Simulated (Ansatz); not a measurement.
# Pressure series in SnO

Base system: SnO in the litharge type structure (space group P4/nmm, No. 129; layered, stacked along the Cartesian z axis).

```yaml
crystal:
  lattice:
    - [3.83618, 0.00000, 0.00000]
    - [0.00000, 3.83618, 0.00000]
    - [0.00000, 0.00000, 4.75736]
  atoms:
    - { symbol: Sn, position: [0.50000, 0.00000, 0.24343] }
    - { symbol: Sn, position: [0.00000, 0.50000, 0.75657] }
    - { symbol: O, position: [0.00000, 0.00000, 0.00000] }
    - { symbol: O, position: [0.50000, 0.50000, 0.00000] }
```

Cell and atoms are relaxed at each pressure.

Calculations: PBE-D3(BJ)/PAW in Ansatz (a program for electronic structure), without spin-orbit coupling, earlier PAW set.

| pressure (GPa) | volume per atom (Å³/atom) |
|---|---|
| -2 | 19.151 |
| -1 | 18.124 |
| 0 | 17.503 |
| 0.9 | ? |
| 2.1 | 16.614 |
| 4.5 | 15.885 |
| 9 | 14.974 |
| 15 | 14.152 |
| 30 | 12.826 |

Question: Fit the third-order Birch–Murnaghan form P(V) = (3B₀/2)[(V₀/V)^(7/3) − (V₀/V)^(5/3)]·[1 + (3/4)(B₀′ − 4)((V₀/V)^(2/3) − 1)] (squares taken in P) to the rows shown and predict the withheld row.

Answer: Least squares on the printed values gives V₀ = 17.528 Å³/atom, B₀ = 32.9 GPa, B₀′ = 7.3; this predicts 17.094 Å³/atom, and the run gives 17.080 Å³/atom, 0.014 lower.

Load acts through the strain it causes; cell and atoms are relaxed under it. No phonon test of stability was made. Competing high-pressure phases were not computed. The final runs are not spin-polarised.
